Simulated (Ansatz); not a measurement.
Results of HSE06+SOC (PAW; Ansatz, a quantum-chemistry and plane-wave program) for YScO3 (P6₃/mmc, No. 194, 10 atoms in the cell; start mp-768479).

Run with plane-wave cutoff 460 eV, 9×9×2 k mesh (along the axes of the cell as run), Fermi–Dirac smearing 0.01 eV, PAW data made under PBE.

Cell (relaxed with PBEsol):

```xyz
10
Lattice="3.5473 0.0000 0.0000 -1.7737 3.0721 0.0000 0.0000 0.0000 12.1880" Properties=species:S:1:pos:R:3 pbc="T T T"
Y      0.0000     0.0000     6.0940
Y      0.0000     0.0000     0.0000
Sc     1.7737     1.0240     9.1410
Sc     0.0000     2.0481     3.0470
O      1.7737     1.0240     7.0951
O      0.0000     2.0481     5.0930
O      0.0000     2.0481     1.0011
O      1.7737     1.0240    11.1870
O      0.0000     0.0000     9.1410
O      0.0000     0.0000     3.0470
```

Task: What does this level give for the band gap and direct gap at Γ?

Result: 
band gap: 4.92 eV (on the SCF k mesh)
direct gap at Γ: 5.64 eV

Note: cell and atoms aren't relaxed at this level (largest force component 0.07 eV/Å, pressure 2.0 GPa).

Computed values are for the static lattice.

The result took very roughly 23 core-minutes.

A start named mp-… is a Materials Project structure, which need not be a measured phase.
